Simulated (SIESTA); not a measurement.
**Input and output of a self-consistent single point for Li (Im-3m, 1 atom in the cell) (SIESTA)**

Method: GGA PBEsol, numerical atomic orbitals DZP, PseudoDojo PBEsol standard norm-conserving potentials (rewritten from UPF to PSML) in SIESTA.

The input file:

```
# files in the folder: Li.psml (PseudoDojo PBEsol standard)
SystemName  Li
SystemLabel siesta

NumberOfAtoms                1
NumberOfSpecies              1
%block ChemicalSpeciesLabel
  1 3 Li
%endblock ChemicalSpeciesLabel
LatticeConstant              1.0 Ang
%block LatticeVectors
    -1.750235000    1.750235000    1.750235000
     1.750235000   -1.750235000    1.750235000
     1.750235000    1.750235000   -1.750235000
%endblock LatticeVectors
AtomicCoordinatesFormat      Fractional
%block AtomicCoordinatesAndAtomicSpecies
     0.000000000    0.000000000    0.000000000  1
%endblock AtomicCoordinatesAndAtomicSpecies

XC.functional                GGA
XC.authors                   PBEsol
PAO.BasisSize                DZP
PAO.EnergyShift              0.01 Ry
PAO.Polarization.NonPerturbative true
MeshCutoff                   300 Ry
%block kgrid.MonkhorstPack
   13   0   0  0.0
    0  13   0  0.0
    0   0  13  0.0
%endblock kgrid.MonkhorstPack
OccupationFunction           MP
OccupationMPOrder            0
ElectronicTemperature        100.0 meV

MaxSCFIterations             150
SCF.Mixer.Method             Pulay
SCF.Mixer.Weight             0.1
SCF.Mixer.History            6
SCF.DM.Tolerance             1.0E-05
Diag.ParallelOverK           true
WriteForces                  true
Charge.Mulliken              end
```

The program printed (abridged):

```
reinit: Reading from file input.fdf

reinit: System Name: Li
reinit: System Label: siesta

coor:   Atomic-coordinates input format  =     Fractional

siesta: Atomic coordinates (Bohr) and species
siesta:      0.00000   0.00000   0.00000  1        1

siesta: System type = bulk

initatomlists: Number of atoms, orbitals, and projectors:      1     6     8

siesta: ******************** Simulation parameters ****************************
redata: Spin configuration                          = none
redata: Time-Reversal Symmetry                      = T
redata: Number of Atomic Species                    =        1
redata: Mesh Cutoff                                 =   300.0000 Ry
redata: Net charge of the system                    =     0.0000 |e|
redata: Min. number of SCF Iter                     =        0
redata: Max. number of SCF Iter                     =      150
redata: SCF convergence failure will abort job
redata: SCF mix quantity                            = Hamiltonian
redata: Mix DM or H after convergence               =   F
redata: Recompute H after scf cycle                 =   F
redata: Mix DM in first SCF step                    =   T
redata: No kicks to SCF
redata: DM Mixing Weight for Kicks                  =     0.5000
redata: Require Harris convergence for SCF          =   F
redata: Harris energy tolerance for SCF             =     0.000100 eV
redata: Require DM convergence for SCF              =   T
redata: DM tolerance for SCF                        =     0.000010
redata: Require EDM convergence for SCF             =   F
redata: EDM tolerance for SCF                       =     0.001000 eV
redata: Require H convergence for SCF               =   T
redata: Hamiltonian tolerance for SCF               =     0.001000 eV
redata: Require (free) Energy convergence for SCF   =   F
redata: (free) Energy tolerance for SCF             =     0.000100 eV
redata: Using DFT-D3 dispersion                     =   F
redata: Using Saved Data (generic)                  =   F
redata: Method of Calculation                       = Diagonalization
redata: Electronic Temperature                      =  1160.4518 K
redata: Number of TDED substeps                     =        3
redata: Dynamics option                             = Single-point calculation
redata: Save all siesta data in one NC              =   F
redata: ***********************************************************************

%block SCF.Mixers
  Pulay
%endblock SCF.Mixers

%block SCF.Mixer.Pulay
  # Mixing method
  method pulay
  variant stable

  # Mixing options
  weight 0.1000
  weight.linear 0.1000
  history 6
%endblock SCF.Mixer.Pulay

DM_history_depth set to one: no extrapolation allowed by default for geometry relaxation
Size of DM history Fstack: 1
Total number of electrons:     3.000000
Total ionic charge:     3.000000

* ProcessorY, Blocksize:    1   7

* Orbital distribution balance (max,min):     6     6

 Kpoints in:         1183 . Kpoints trimmed:         1099

siesta: k-grid: Number of k-points = 1099
siesta: k-points from Monkhorst-Pack grid
siesta: k-cutoff (effective) =    19.705 Ang
siesta: k-point supercell and displacements
siesta: k-grid:    13     0     0      0.000
siesta: k-grid:     0    13     0      0.000
siesta: k-grid:     0     0    13      0.000

diag: Algorithm                                     = D&C
diag: Parallel over k                               =   F
diag: Use parallel 2D distribution                  =   F
diag: Parallel block-size                           = 7
diag: Parallel distribution                         =     1 x     1
diag: Used triangular part                          = Lower
diag: Absolute tolerance                            =  0.100E-15
diag: Orthogonalization factor                      =  0.100E-05
diag: Memory factor                                 =  1.0000

superc: Internal auxiliary supercell:     9 x     9 x     9  =     729
superc: Number of atoms, orbitals, and projectors:    729   4374   5832

                        Single-point calculation

superc: Internal auxiliary supercell:     9 x     9 x     9  =     729
superc: Number of atoms, orbitals, and projectors:    729   4374   5832

outcell: Unit cell vectors (Ang):
       -1.750235    1.750235    1.750235
        1.750235   -1.750235    1.750235
        1.750235    1.750235   -1.750235

outcell: Cell vector modules (Ang)   :    3.031496    3.031496    3.031496
outcell: Cell angles (23,13,12) (deg):    109.4712    109.4712    109.4712
outcell: Cell volume (Ang**3)        :     21.4461
new_DM -- step:     1
Initializing Density Matrix...

Attempting to read DM from file... Failed...
DM filled with atomic data:

InitMesh: MESH = 30 x 30 x 30 = 27000
InitMesh: Mesh cutoff (required, used) =   300.000   405.996 Ry

stepf: Methfessel-Paxton step function
       Using Hermite-Gauss polynomials of order  0

        iscf     Eharris(eV)        E_KS(eV)     FreeEng(eV)     dDmax    Ef(eV) dHmax(eV)
   scf:    1     -192.706932     -194.491654     -194.493780  0.759240 -5.862069  0.389803
   scf:    2     -194.491727     -194.491691     -194.493817  0.000764 -5.863907  0.348550
   scf:    3     -194.491962     -194.491830     -194.493964  0.006550 -5.879535  0.000485
   scf:    4     -194.491830     -194.491830     -194.493964  0.000117 -5.879976  0.000772
mix: Pulay -- inversion failed, > SVD [rank/size] 2 / 3
   scf:    5     -194.491830     -194.491830     -194.493964  0.000013 -5.879957  0.000000
mix: Pulay -- inversion failed, > SVD [rank/size] 2 / 4
   scf:    6     -194.491830     -194.491830     -194.493964  0.000000 -5.879957  0.000000

SCF Convergence by DM+H criterion
max |DM_out - DM_in|         :     0.0000000364
max |H_out - H_in|      (eV) :     0.0000003221
SCF cycle converged after 6 iterations

Using DM_out to compute the final energy and forces

siesta: E_KS(eV) =             -194.4918

siesta: E_KS - E_eggbox =      -194.4918

siesta: Atomic forces (eV/Ang):
     1    0.000000    0.000000   -0.000000
   Tot    0.000000    0.000000   -0.000000
   Max    0.000000
   Res    0.000000    sqrt( Sum f_i^2 / 3N )
   Max    0.000000    constrained

Stress tensor Voigt[x,y,z,yz,xz,xy] (kbar):        5.97        5.97        5.97        0.14        0.14        0.14
(Free)E + p*V (eV/cell)     -194.5738
Target enthalpy (eV/cell)     -194.4940

siesta: Program's energy decomposition (eV):
siesta: Ebs     =      -111.324564
siesta: Eions   =       183.442853
siesta: Ena     =        14.468605
siesta: Ekin    =       141.350947
siesta: Enl     =      -123.337644
siesta: Eso     =         0.000000
siesta: Edftu   =         0.000000
siesta: DEna    =         0.461305
siesta: DUscf   =         0.003765
siesta: DUext   =         0.000000
siesta: Ex      =       -41.210376
siesta: Ec      =        -2.785578
siesta: Exc     =       -43.995955
siesta: Eharris =      -194.491830
siesta: Etot    =      -194.491830
siesta: FreeEng =      -194.493964

siesta: Stress tensor (static) (eV/Ang**3):
siesta:     0.003723    0.000087    0.000087
siesta:     0.000087    0.003723    0.000087
siesta:     0.000087    0.000087    0.003723

siesta: Cell volume =         21.446137 Ang**3

siesta: Pressure (static):
siesta:                Solid            Molecule  Units
siesta:          -0.00004055         -0.00004055  Ry/Bohr**3
siesta:          -0.00372348         -0.00372348  eV/Ang**3
siesta:          -5.96567200         -5.96567200  kBar

mulliken: Atomic and Orbital Populations:

Species: Li
Atom  Qatom  Qorb
               1s      2s      2s      2py     2pz     2px
   1  3.000   2.021  -0.287   0.283   0.328   0.328   0.328

mulliken: Qtot =        3.000

Mulliken Atomic Populations:
Atom #   charge [q] valence [e]  Species
     1     0.000000    3.000000  Li
 Total     0.000000
```

The run converged in 6 iterations.

The starting cell has typed, rounded lattice constants, without a prior relaxation at this level. Its lattice was rescaled by up to half a per cent. Values carry the incompleteness of an atom-centred basis.
